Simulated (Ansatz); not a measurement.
Here is the system:

End structure of a constructed model of the (111) surface of fcc Ag, a layer of Ti in place of the second plane (bottom of the slab: a bare face, its two planes held):

```xyz
6
Lattice="2.9334 0.0000 0.0000 -1.4667 2.5404 0.0000 0.0000 0.0000 28.5000" Properties=species:S:1:pos:R:3 pbc="T T T"
Ag     0.0000     1.6936     8.1723
Ag     1.4667     0.8468    10.5674
Ag     0.0000     0.0000    12.9615
Ag     0.0000     1.6936    15.3945
Ti     1.4667     0.8468    17.7586
Ag     0.0000     0.0000    20.0819
```

Set-up: 6 atoms, 12.2 Å thick at the start with caps and adatoms (thin: gaps and levels are the slab's own); mesh 15x15x1; 0.1 eV smearing; dipole correction on; 2 atoms held, the rest relaxed; symmetry of the start imposed; no spin, no spin-orbit, no U. In PBE it lies 0.03 eV a 1x1 cell over the lowest computed structure of the same composition (a layer of Ti in place of the third plane).

Task: What is the computed work function of the top face (PBE in Ansatz, a first-principles code)?

Result: 3.81 eV
